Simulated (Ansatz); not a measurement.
## Quick settings and what they miss: CoSI (Cm, 3 atoms in the cell)

Self-consistent single point.

```xyz
3
Lattice="3.0328 -1.7498 0.0000 3.0328 1.7498 0.0000 -1.4260 0.0000 5.8614" Properties=species:S:1:pos:R:3 pbc="T T T"
Co    -0.0210     0.0000     0.1876
S      4.0221     0.0000     1.2189
I      0.5904     0.0000     4.4548
```

Method: PBEsol, default PAW files made with PBE (plane waves; Ansatz, a program for electronic structure).

Base settings: basis.ecutwfc = 420 eV; kpoints.mp_grid.grid = 7 7 4; hamiltonian.xc = pbesol; hamiltonian.pseudopotentials = {kind: paw} (the program's default PAW files); scf.occupations.method = cold; scf.occupations.width = 0.2 eV.

Tight run (finer mesh or higher cutoff; not a proven limit): basis.ecutwfc: 420 eV → 590 eV; kpoints.mp_grid.grid: 7 7 4 → 10 10 6; scf.convergence.dr2_threshold: default (1e-07 eV) → 1e-09 eV. It gave Fermi level (on the code's own zero) 10.18 eV; pressure -1.21 GPa; largest force (vector length) 0.101 eV/Å.

Quick runs, as changes from the base:
- A: the base itself
- B: basis.ecutwfc: 420 eV → 335 eV; kpoints.mp_grid.grid: 7 7 4 → 6 6 6; scf.occupations.width: 0.2 eV → 0.272 eV; scf.convergence.dr2_threshold: default (1e-07 eV) → 0.001 eV
- C: kpoints.mp_grid.grid: 7 7 4 → 4 4 4; hamiltonian.xc: pbesol → lda [LDA (PW92)]
- D: basis.ecutwfc: 420 eV → 250 eV; kpoints.mp_grid.grid: 7 7 4 → 3 3 3; hamiltonian.xc: pbesol → lda; kpoints.mp_grid.shift: default → 0.5 0.5 0.5 [LDA (PW92)]
- E: basis.ecutwfc: 420 eV → 210 eV; kpoints.mp_grid.grid: 7 7 4 → 2 2 2; hamiltonian.xc: pbesol → lda; scf.convergence.dr2_threshold: default (1e-07 eV) → 0.0001 eV [LDA (PW92)]

Energies are extrapolated to zero smearing width, which holds to low order in the width alone.

Dashes: energy of C, D, E, another energy zero.

† marks runs with another functional, U, potentials or spin treatment: their distance from the tight run is not a convergence error alone.

The count of work is k-points × plane waves × bands × iterations; it is no time. 

Pressures in the table are Ansatz's without its Pulay estimate, at a fixed set of plane waves; the tight run's value above holds the estimate.

The starting cell comes from a database of computed structures (which also holds hypothetical and non-ambient phases and stackings), without a prior relaxation at this level. Its lattice was rescaled by a random factor within 2.5 % of one. Spin polarisation is off, so a magnetic state, if there is one, cannot be reached.

```tsv
run	energy less tight (meV/atom)	pressure less tight (GPa)	largest miss in a force vector (eV/Å)	count of work / tight
A	2.9	0.01	0.031	0.19
B	45.8	-3.43	0.038	0.11
C†	–	-2.53	0.151	0.076
D†	–	-85.24	0.212	0.022
E†	–	-281.00	2.226	0.0089
```

Among the runs at the tight run's level, the energy misses run from 2.9 to 45.8 meV/atom.

Left out of this page: 1 run of the series unsound by tests on forces, stress, charge or solver warnings.

Keys are those of Ansatz 0.2.
